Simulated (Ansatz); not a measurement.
For AlPt (model structure, Fm-3m, No. 225, 2 atoms in the cell), PBEsol in Ansatz (plane waves, PAW) gives:

lattice parameter a: 5.081 Å
bulk modulus B0: 149 GPa

Task: What does r²SCAN in Ansatz (PAW) give for the same quantities?

Result: 
- lattice constant a: 5.095 Å (rises by 0.3 %)
- bulk modulus: 147 GPa (hardly moves)

Changes are worked out from the printed values.

Unless a cell is named, each level is at its own relaxed cell (PBEsol 16.40, r²SCAN 16.54 Å³/atom).

Levels without +SOC leave out spin–orbit coupling, which shifts energies and cells of such heavy elements.

The crystal itself was run without spin with PBEsol, r²SCAN; a magnetic state was not tried in these runs.

Caveats: the bulk modulus is −V dP/dV from two relaxed cells at ±2 % in volume (PBEsol, r²SCAN). Ansatz's density-functional and Hartree–Fock values are scalar-relativistic unless marked +SOC, with PAW data made under PBE.

A model structure was made by putting elements into a prototype or built by hand; it is no filed structure, need not be a known phase, and can be a saddle point held by its symmetry.

Ansatz is a program for electronic structure.
